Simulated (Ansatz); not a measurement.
**Fermi-surface data of HfZrW4 (F-43m)**

Data:

```yaml
crystal:
  lattice:
    - [0.00000, 3.77962, 3.77962]
    - [3.77962, 0.00000, 3.77962]
    - [3.77962, 3.77962, 0.00000]
  atoms:
    - { symbol: Zr, position: [0.00000, 0.00000, 0.00000] }
    - { symbol: Hf, position: [0.75000, 0.75000, 0.75000] }
    - { symbol: W, position: [0.37500, 0.37500, 0.37500] }
    - { symbol: W, position: [0.87500, 0.37500, 0.37500] }
    - { symbol: W, position: [0.37500, 0.37500, 0.87500] }
    - { symbol: W, position: [0.37500, 0.87500, 0.37500] }
```

Computed with PBEsol, rigid bands (plane waves, PAW, scalar-relativistic; Ansatz, a quantum-chemistry and plane-wave program). Cell: cell and atoms relaxed with PBEsol.

```
Quantity                                                         Result
------------------------------------  ---------------------------------
density of states at the Fermi level  2.54 states/(eV·cell), both spins
bare Sommerfeld coefficient                   1.00 mJ/(mol of atoms·K²)
Drude plasma energy                                              4.7 eV
root-mean-square Fermi velocity                               6.0e5 m/s
resistivity times τ                                     22 ×10⁻²² Ω·m·s
```

A metal at this level (no band gap); rigid bands, thermally averaged at 300 K, both spins. Spin-orbit coupling is left out, which matters with elements this heavy. τ is one relaxation time for all states.

Computed structure, not matched to a measured one here, so possibly hypothetical: HfZrW4 (F-43m).
